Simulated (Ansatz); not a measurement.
The parent structure is CdS in the zinc blende structure (space group F-43m, No. 216; a = 5.757 Å). Axes: x, y, z lie along the cube axes.

The values are results of LDA, PAW, 420 eV (Ansatz, a quantum-chemistry and plane-wave program; no spin-orbit coupling), not measurements.

Strains are applied to the cell and any free atomic positions relax.

One change was made to it. Results:

The largest internal atomic displacement amounts to 0.011 Å; the valence-band top at Γ (three highest levels, from the VBM) goes from 0.00, 0.00, 0.00 eV to 0.00, -0.04, -0.07 eV; the energy goes up by 0.6 meV/atom; the band gap decreases by 0.04 eV (0.95 eV → 0.91 eV).

Which change produced these results?
A) tensor shear ε_xy = +1.71 %
B) tensor shear ε_xy = +2.00 %
C) tensor shear ε_xy = +0.86 %

C, tensor shear ε_xy = +0.86 %. For comparison, the band gap in the other runs: tensor shear ε_xy = +1.71 % gives 0.87 eV; tensor shear ε_xy = +2.00 % gives 0.85 eV.

No phonon test of stability was made.
